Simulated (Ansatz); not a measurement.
## MgI2: transverse stress against strain

MgI2 (1T layered, P-3m1, 31.307 Å³/atom at rest, c along z) under a strain ε along c (axis z), the other axes held. PBEsol-D3(BJ) in Ansatz, a plane-wave DFT program (PAW, default set), 420 eV, 9×9×5 Γ-centred mesh, Fermi-Dirac smearing 0.05 eV; ions are relaxed within the symmetry of each cell. Stress is positive for a compressed cell.

Here s stands for strain and y for stress xx.

```
strain (%)  stress xx (GPa)
----------  ---------------
-1.50                  0.17
-1.00                  0.11
-0.50                  0.05
0.00                   0.00
0.50                  -0.05
1.00                  -0.10
1.50                  -0.14
3.00                      ?
```

### Question
Fit y against s with a straight line, and predict the withheld value at s = 3.00.

### Answer
Means: s 0, y 0.006. About the means, the sum of products is -0.72500 and the sum of squares of s is 7.0000; the slope is their ratio. Least squares gives y = 0.006 - 0.1036·s. Residuals (row less fit): 0.009, 0.000, -0.008, -0.006, -0.004, -0.002, 0.009; standard error 0.008 (degrees of freedom: 5). The slope gives the elastic constant C13 = 10.4 ± 0.3 GPa. At the withheld row, y = 0.006 - 0.1036 × 3.0 = -0.305 GPa. The calculation gives -0.23 GPa, 0.075 GPa above the prediction (18.8 % of the range of y in the table). The row lies outside the fitted rows, so this is an extrapolation. From the scatter of the fitted rows alone, a prediction at this place has a standard error of 0.012 GPa, so the miss is 6.2 times that.

One order more, fitted to all 13 runs of the series, follows each within 0.01, so the miss is the next term of a smooth law. Rows are the converged runs of the series near zero and its far end; series whose fitted rows scatter by over a few per cent of the range, as at a crossing or softening among them, aren't shown in this form. Most that stay on the fit to the last digits aren't either.
